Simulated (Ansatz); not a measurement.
Gap of an H-capped Ge nanowire along [110], 24 atoms a period besides the caps at several levels, all on one geometry.

Levels: PBE (plane waves to 420 eV, PAW; Ansatz, a first-principles code); PBE with spin-orbit coupling in Ansatz; r2SCAN (plane waves to 500 eV, PAW; Ansatz). Unmarked values and the geometry are of the first. Mesh 1×1×8. No spin polarisation. Periodic along z alone, with about 11 Å of vacuum beside it. An idealised model, cut from the bulk lattice. It keeps the symmetry and period of its start, so it need not be a minimum against all distortions. Values not marked SOC lack spin–orbit coupling.

| level | gap (eV) |
|---|---|
| PBE | 1.27 |
| PBE+SOC | ___ |
| r2SCAN | 1.56 |

**Question.** What belongs in the gaps?

**Answer.** 
- PBE+SOC, gap (eV): 1.26
